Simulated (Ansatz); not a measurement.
## Lu, response to strain

Base system: Lu in the hcp (Mg type) structure (space group P6_3/mmc, No. 194; relaxed with 0.1 eV smearing).

```yaml
crystal:
  lattice:
    - [3.44317, 0.00000, 0.00000]
    - [-1.72159, 2.98188, 0.00000]
    - [0.00000, 0.00000, 5.36685]
  atoms:
    - { symbol: Lu, position: [0.66667, 0.33333, 0.75000] }
    - { symbol: Lu, position: [0.33333, 0.66667, 0.25000] }
```

Cartesian axes are those of the cell as printed.

Strains are applied to the cell and any free atomic positions relax.

Calculations: Ansatz (a quantum-chemistry and plane-wave program), PBEsol, PAW, cutoff 420 eV, no spin-orbit coupling.

Candidates:
(a) tensor shear ε_xz = +0.29 %
(b) tensor shear ε_xz = +1.71 %
(c) tensor shear ε_xz = +2.00 %
(d) tensor shear ε_xz = +1.43 %
(e) tensor shear ε_xz = +1.14 %

Notes on the quantities. energy relative to the base: free energy F.

Q: Order them by energy relative to the base, lowest first.

A: (a) tensor shear ε_xz = +0.29 % (+0.1 meV/atom), (e) tensor shear ε_xz = +1.14 % (+1.5 meV/atom), (d) tensor shear ε_xz = +1.43 % (+2.4 meV/atom), (b) tensor shear ε_xz = +1.71 % (+3.4 meV/atom), (c) tensor shear ε_xz = +2.00 % (+4.6 meV/atom)

Stability against distortions was not tested.
